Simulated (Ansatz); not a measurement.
## GeSb2Te4 (R3m, No. 160, 7 atoms in the cell; start mp-1224350)

Computed with HSE06 (Ansatz, a program for electronic structure, plane waves, PAW).

Numerical settings: plane-wave cutoff 460 eV, 6×6×6 k mesh, Fermi–Dirac smearing 0.01 eV, scalar-relativistic PAW data made under PBE.

Cell (relaxed with PBE-D3(BJ)):

```
GeSb2Te4
1.0
    2.12795     1.22857    13.63211
   -2.12795     1.22857    13.63211
    0.00000    -2.45715    13.63211
Ge Sb Te
1 2 4
Direct
  0.43131   0.43131   0.43131
  0.57189   0.57189   0.57189
  0.00162   0.00162   0.00162
  0.13313   0.13313   0.13313
  0.86356   0.86356   0.86356
  0.28783   0.28783   0.28783
  0.71072   0.71072   0.71072
```

| Item | Value |
|---|---|
| band gap | 0.27 eV |
| smallest direct gap on the k points sampled | 0.28 eV |
| Γ–Γ gap | 0.63 eV |

Note: cell and atoms aren't relaxed at this level (largest force component 0.43 eV/Å).

Spin–orbit coupling is not included; it can close the smallest gap of 0.27 eV.

Static lattice: no zero-point or thermal effects.

It cost roughly 50 core-minutes of CPU time.

A start named mp-… is a Materials Project structure, which need not be a measured phase.
